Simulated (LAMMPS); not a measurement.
MD of Al (fcc) at zero pressure, 864 atoms, as a crystal; each row is its own run.

All values are model results, not measurements: classical MD, pair style meam, file MoCoNiVFeAlCr_2nn.meam, run in LAMMPS.

```csv
T (K),enthalpy (eV/atom)
200,-3.3075
300,-3.2811
560,-3.2082
700,-3.1676
840,-3.1247
980,-3.0783
1120,-3.0242
```

Problem. Fit a straight line, y = a + b x, to these rows (x is the first column, y the second) and predict the run at x = 420.

Solution. Least squares gives a = -3.3738 and b = 0.0003032. At x = 420 the fit predicts -3.2465 eV/atom. The run itself gave -3.2479 ± 0.0002 eV/atom, so the fit is 1.4 meV/atom high.

Caution (rows 980; 1120): this crystal lies over the melting point of about 940 K that MEAM MoCoNiVFeAlCr_2nn.meam gives, so it is superheated.
